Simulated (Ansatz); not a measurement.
We consider LuAlN2 (model structure, started from the ScAlN2 type, P3m1, No. 156, 4 atoms in the cell), described by PBE0 (plane waves, PAW; Ansatz, an electronic-structure program).

Numerical settings: plane-wave cutoff 460 eV, 9×9×6 k mesh (along the axes of the cell as run), Fermi–Dirac smearing 0.01 eV, scalar-relativistic PAW data made under PBE.

Cell (relaxed with PBEsol):

```xyz
4
Lattice="3.3981 0.0000 0.0000 -1.6990 2.9428 0.0000 0.0000 0.0000 5.3437" Properties=species:S:1:pos:R:3 pbc="T T T"
Lu     0.0000     1.9619    -0.0302
N      0.0000     1.9619     2.2108
Al     1.6990     0.9809     2.7062
N      1.6990     0.9809     4.5717
```

Task: Estimate the band gap that the calculation returns.

Result: 
- band gap: 4.02 eV (on the SCF k mesh)

Note: the relaxation could raise the start's symmetry but not lower it, so the cell can be a saddle point; cell and atoms aren't relaxed at this level (largest force component 0.30 eV/Å, pressure 2.3 GPa).

Spin–orbit coupling is not included.

A model structure was made by putting elements into a prototype or built by hand; it is no filed structure, need not be a known phase, and can be a saddle point held by its symmetry.
